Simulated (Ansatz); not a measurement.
Hypothetical P6_422 BAs, response to strain

The parent structure is BAs (space group P6_422, No. 181; a hypothetical phase, not in the database extracts checked).

```yaml
crystal:
  lattice:
    - [3.42904, 0.00000, 0.00000]
    - [-1.71452, 2.96963, 0.00000]
    - [0.00000, 0.00000, 7.40310]
  atoms:
    - { symbol: B, position: [0.00000, 0.50000, 0.33333] }
    - { symbol: B, position: [0.50000, 0.50000, 0.66667] }
    - { symbol: B, position: [0.50000, 0.00000, 0.00000] }
    - { symbol: As, position: [0.00000, 0.50000, 0.83333] }
    - { symbol: As, position: [0.50000, 0.50000, 0.16667] }
    - { symbol: As, position: [0.50000, 0.00000, 0.50000] }
```

Cartesian axes are those of the cell as printed.

Strains are applied to the cell and any free atomic positions relax; under stress the whole cell relaxes.

Computed with plane-wave PAW DFT at the PBEsol level (Ansatz, a first-principles code, 420 eV), scalar-relativistic without spin-orbit coupling.

Notes on the quantities. energy relative to the base: free energy F.

```json
[
 {"variant": "base", "smallest direct gap": "2.13 eV", "band gap": "0.31 eV", "space group": "P6_422 (No. 181)", "energy relative to the base": "0 meV/atom"},
 {"variant": "isotropic strain +2.49 %", "smallest direct gap": "1.86 eV", "band gap": "0.43 eV", "space group": "P6_422 (No. 181)", "energy relative to the base": "+30 meV/atom"},
 {"variant": "uniaxial strain ε_xx = +0.42 %", "smallest direct gap": "2.05 eV", "band gap": "0.31 eV", "space group": "C222 (No. 21)", "energy relative to the base": "+0.2 meV/atom"},
 {"variant": "uniaxial strain ε_zz = −2.90 %", "smallest direct gap": "1.69 eV", "band gap": "…", "space group": "P6_422 (No. 181)", "energy relative to the base": "+11 meV/atom"},
 {"variant": "uniaxial stress, 5 GPa compression along z", "smallest direct gap": "…", "band gap": "0.22 eV", "space group": "P6_422 (No. 181)", "energy relative to the base": "+3.3 meV/atom"}
]
```

**Question.** Complete the table.

**Answer.** 
- uniaxial strain ε_zz = −2.90 %, band gap: 0.15 eV
- uniaxial stress, 5 GPa compression along z, smallest direct gap: 1.81 eV

Beyond what the load breaks, stability against distortions was not tested. The base started in P3_121 and relaxed to P6_422 at this level. The zero or small gap of BAs under uniaxial strain ε_zz = −2.90 % and BAs under uniaxial stress, 5 GPa compression along z can change with the level of theory.
